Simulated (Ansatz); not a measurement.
Levels about the gap of amorphous Si30C18N16 (64 atoms in a cell of 804 Å³, 2.65 g/cm³; zone centre alone, so wide bands show as single levels with stretches between that a denser mesh fills), at the geometry that PBE relaxed, where it gives 1.1 GPa on a denser mesh. The participation number counts the atoms over which a state spreads; weights are charges in smoothed Voronoi cells. The levels come from a single point, so bond lengths are those of that geometry. Method of the levels: r2SCAN, scalar-relativistic without spin-orbit coupling (Ansatz, a first-principles code). Sampling: the zone centre alone; Fermi-Dirac width 0.01 eV; collinear spin, started from moments on atoms (the moments died out).

The cell was made by melting and quenching with the CHGNet potential and then relaxed with DFT. N atoms were pushed apart under 1.9 Å during the dynamics, to hinder bonds among them. The hot cell started wider than the set density and was brought back towards it in steps. It is the lowest in DFT energy of 8 quenches. It is a model cell: composition and starting density were chosen by hand, and all elements were melted together. No dispersion term was used. Its density started from a set value of 2.61 and ended at 2.65 g/cm³. The simulated quench (nominally 200 K/ps over its main leg) is rapid and tends to freeze in more defects than a deposited or slowly cooled glass has. A cell of this size samples the disorder only roughly. Volume and shape were free in the relaxation. Stress components on the final sampling reach 2.8 GPa. On a 2×2×2 Γ-centred mesh force components of up to 0.53 eV/Å stay, since the relaxation ran on the zone centre alone. Cycles of charging lowered its energy after that relaxation.

```csv
"E - E(highest filled), eV",filling,spin,participation number,largest on,weight Si,weight C,weight N
-0.93,filled,dn,20.2,"Si, 4 neighbours",0.42,0.32,0.26
-0.81,filled,dn,26.8,"Si, 4 neighbours",0.45,0.33,0.21
-0.81,filled,up,26.8,"Si, 4 neighbours",0.45,0.33,0.21
-0.43,filled,up,19.7,"N, 2 neighbours",0.56,0.24,0.20
-0.43,filled,dn,19.7,"N, 2 neighbours",0.56,0.24,0.20
0.00,filled,dn,14.1,"C, 3 neighbours",0.28,0.52,0.20
0.00,filled,up,14.1,"C, 3 neighbours",0.28,0.52,0.20
0.83,empty,up,12.3,"C, 3 neighbours",0.40,0.53,0.07
0.83,empty,dn,12.3,"C, 3 neighbours",0.40,0.53,0.07
0.95,empty,up,12.8,"Si, 3 neighbours",0.41,0.44,0.15
0.95,empty,dn,12.8,"Si, 3 neighbours",0.41,0.44,0.15
1.51,empty,up,34.4,"Si, 3 neighbours",0.49,0.37,0.15
1.51,empty,dn,34.4,"Si, 3 neighbours",0.49,0.37,0.15
1.73,empty,dn,31.2,"Si, 4 neighbours",0.65,0.21,0.15
```

Most localised among these is the empty level at +0.83 eV, on a C atom, which has 3 neighbours (C 1.40 Å, C 1.48 Å, Si 1.98 Å).
